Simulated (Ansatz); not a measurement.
## A computed series for hypothetical zinc blende PbS: pressure series

The reference is PbS in the zinc blende structure (space group F-43m, No. 216; a = 6.543 Å; a hypothetical phase, not in the database extracts checked).

Cell and atoms are relaxed at each pressure.

Calculations: Ansatz (a quantum-chemistry and plane-wave program) PBEsol, spin-orbit coupling left out.

Notes on the quantities. enthalpy: H = E + PV relative to the base's energy.

```json
[
 {"change": "base", "smallest direct gap": "1.15 eV", "enthalpy": "–", "band gap": "0.63 eV", "shortest interatomic distance": "2.833 Å"},
 {"change": "pressure −2 GPa", "smallest direct gap": "1.23 eV", "enthalpy": "-0.45 eV/atom", "band gap": "0.78 eV", "shortest interatomic distance": "2.889 Å"},
 {"change": "pressure −1 GPa", "smallest direct gap": "1.19 eV", "enthalpy": "-0.22 eV/atom", "band gap": "0.70 eV", "shortest interatomic distance": "2.859 Å"},
 {"change": "pressure 0.3 GPa", "smallest direct gap": "1.14 eV", "enthalpy": "+0.07 eV/atom", "band gap": "0.61 eV", "shortest interatomic distance": "2.826 Å"},
 {"change": "pressure 0.7 GPa", "smallest direct gap": "1.12 eV", "enthalpy": "+0.15 eV/atom", "band gap": "0.58 eV", "shortest interatomic distance": "2.817 Å"},
 {"change": "pressure 1.5 GPa", "smallest direct gap": "1.09 eV", "enthalpy": "+0.32 eV/atom", "band gap": "0.53 eV", "shortest interatomic distance": "2.800 Å"},
 {"change": "pressure 3 GPa", "smallest direct gap": "1.03 eV", "enthalpy": "+0.63 eV/atom", "band gap": "0.43 eV", "shortest interatomic distance": "2.771 Å"},
 {"change": "pressure 5 GPa", "smallest direct gap": "0.96 eV", "enthalpy": "+1.03 eV/atom", "band gap": "0.31 eV", "shortest interatomic distance": "2.737 Å"},
 {"change": "pressure 7.5 GPa", "smallest direct gap": "0.87 eV", "enthalpy": "+1.52 eV/atom", "band gap": "0.16 eV", "shortest interatomic distance": "2.700 Å"},
 {"change": "pressure 10 GPa", "smallest direct gap": "–", "enthalpy": "+1.98 eV/atom", "band gap": "zero", "shortest interatomic distance": "2.669 Å"}
]
```

Spin-orbit coupling, missing from the scalar runs, can matter with Pb. Load acts through the strain it causes; cell and atoms are relaxed under it. Whether these cells are dynamically stable was not tested. No other phases were tried under pressure. The final runs are not spin-polarised. Gaps under 0.05 eV, about the width of the smearing, are given as zero. The zero or small gap of PbS under pressure 7.5 GPa and PbS under pressure 10 GPa can change with the level of theory.
